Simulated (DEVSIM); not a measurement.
Structure: abrupt Ge n-p junction, at 300 K.

Layer 1 from the left is Ge, thickness (μm) 22.0, Nd (cm⁻³) 9.5e17, τn (s) 9.9e-7, τp (s) 9.9e-7. Layer 2 from the left is Ge, thickness (μm) 23.0, Na (cm⁻³) 4.5e15, τn (s) 9.9e-7, τp (s) 9.9e-7.

Left contact: ohmic. Right contact: ohmic. Voltage is applied to the left contact. Recombination: SRH at mid-gap. Mobility is μmin + (μ − μmin)/(1 + (N/Nref)^α).

The device is made up for the run: typed textbook-type constants, with dimensions and the other settings drawn at random. Values at 300 K.

Ge: gap (eV) 0.664, affinity (eV) 4, permittivity 16, Nc (cm⁻³) 1.04e19, Nv (cm⁻³) 6e18, μn (cm²/Vs) 3900, μp (cm²/Vs) 1900, μn,min 150, μp,min 100, Nref,n 2.6e17, Nref,p 4e17, αn 0.56, αp 0.6.

Estimate by hand the built-in potential, the peak field at zero bias, and compare with a numerical solution.


- Built-in potential: ni = √(Nc Nv) exp(−Eg/2kT) = 2.09e13 cm⁻³ with Eg = 0.664 eV; Vbi = kT/q ln(Na Nd/ni²) = 0.416 V; numerical 0.416 V.
- Peak field at zero bias: depletion approximation: W = √(2εVbi/(qN)) = 0.405 μm with N = 4.48e15 cm⁻³; field = 2Vbi/W = 20500 V/cm; numerical 47800 V/cm (estimate below by 57 %).

Simulated with DEVSIM: 1D drift-diffusion, Boltzmann statistics, complete ionisation; no tunnelling, impact ionisation, image-force lowering or self-heating.
